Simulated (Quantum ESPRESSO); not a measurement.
# Refining one setting for TiTc (Pm-3m, 2 atoms in the cell)

Space group Pm-3m (No. 221); a = 3.094 Å, b = 3.094 Å, c = 3.094 Å, α = 90.00°, β = 90.00°, γ = 90.00°

```tsv
atom	site	symmetry	x	y	z
Ti	1b	m-3m	0.5000	0.5000	0.5000
Tc	1a	m-3m	0.0000	0.0000	0.0000
```

Method of the run: PBEsol, GBRV 1.5 ultrasoft (PBESOL) pseudopotentials (plane waves; Quantum ESPRESSO 7.5).

The starting cell comes from a database of computed structures (which also holds hypothetical and non-ambient phases and stackings), without a prior relaxation at this level. Spin polarisation is off. In the base run, with a pressure of about -6 GPa the cell is away from its equilibrium volume at this level.

Held fixed: occupations = smearing; smearing = fd; degauss = 0.0036749 Ry; potentials = {Ti: ti_pbesol_v1.4.uspp.F.UPF, Tc: tc_pbesol_v1.uspp.F.UPF}; K_POINTS = automatic 11 11 11 0 0 0; conv_thr = 1e-09 Ry; mixing_beta = 0.4. Moved along with it: ecutrho.

ΔF is the free energy per atom less that of the last row (100 Ry).

```csv
ecutwfc,ΔF (meV/atom),pressure (GPa),plane waves,iterations
20 Ry,1007.4,-74.96,312,15
25 Ry,114.6,-12.64,441,19
30 Ry,42.0,-6.35,567,15
35 Ry,24.6,-5.97,739,14
40 Ry,18.1,-5.53,874,15
45 Ry,17.0,-5.48,1031,20
50 Ry,14.6,-5.64,1213,15
57 Ry,9.5,-5.66,1464,17
65 Ry,6.7,-5.47,1797,21
75 Ry,5.0,-5.56,2230,18
88 Ry,0.95,-5.54,2821,21
100 Ry,0.00,-5.45,3407,19
```
